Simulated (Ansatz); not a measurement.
Take Li in the bcc (W type) structure (space group Im-3m, No. 229; a = 3.4343 Å; relaxed with 0.1 eV smearing) as the base.

Computed with Ansatz (a quantum-chemistry and plane-wave program), PBEsol, PAW, cutoff 420 eV, spin-orbit coupling left out.

For the base:

```
Item        Value
--------  -------
Pressure  0.0 GPa
```

It is then changed as follows: an isotropic linear strain of −1.50 %, atoms relaxed at fixed cell.

Problem. What happens to the energy relative to the base and pressure?

Solution. The energy goes up by 1.8 meV/atom; the pressure goes from zero to 0.7 GPa.

No phonon test of stability was made.
